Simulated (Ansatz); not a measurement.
The parent structure is PbS in the zinc blende structure (space group F-43m, No. 216; a hypothetical phase, not in the database extracts checked).

```yaml
crystal:
  lattice:
    - [0.00000, 3.27150, 3.27150]
    - [3.27150, 0.00000, 3.27150]
    - [3.27150, 3.27150, 0.00000]
  atoms:
    - { symbol: S, position: [0.75000, 0.75000, 0.75000] }
    - { symbol: Pb, position: [0.00000, 0.00000, 0.00000] }
```

Cartesian axes are those of the cell as printed.

All numbers come from Ansatz (a first-principles code), PBEsol, PAW, cutoff 420 eV, no spin-orbit coupling.

Base values:

- Electron mass = 1.7 mₑ along k, 0.35 mₑ across (at X)
- Band gap = 0.63 eV

Perturbation: biaxial strain +3.20 %, plane normal [110], relaxed out of plane (Cartesian); in-plane vectors clamped, the third vector and the atoms free.

Q: What does the calculation give for the electron mass after the change?

A: The electron mass changes from 1.7 mₑ along k, 0.35 mₑ across (at X) to 1.7 mₑ along k, 0.36 mₑ across (at T).

Q: What does the calculation give for the in-plane stress after the change?

A: The mean in-plane stress (compression positive) amounts to +0.6 GPa.

Q: What does the calculation give for the band gap after the change?

A: The band gap shrinks by 0.16 eV (0.63 eV → 0.47 eV).

Q: How does this affect the out-of-plane strain?

A: The out-of-plane strain comes out as -8.33 %.

A biaxial case was relaxed in a doubled cell and then solved in the primitive one. Spin-orbit coupling, missing from the scalar runs, can matter with Pb. Masses are band curvatures over ±0.01 Å⁻¹ around the edge. Along k means along the line from Γ to the band edge. No phonon test of stability was made. Under biaxial strain +3.20 %, plane normal [110], relaxed out of plane the cell ends below the base's energy or with stress of the wrong sign: the atoms slid into a distortion or the cell is elastically unstable, so the base is not a stable minimum at this level.
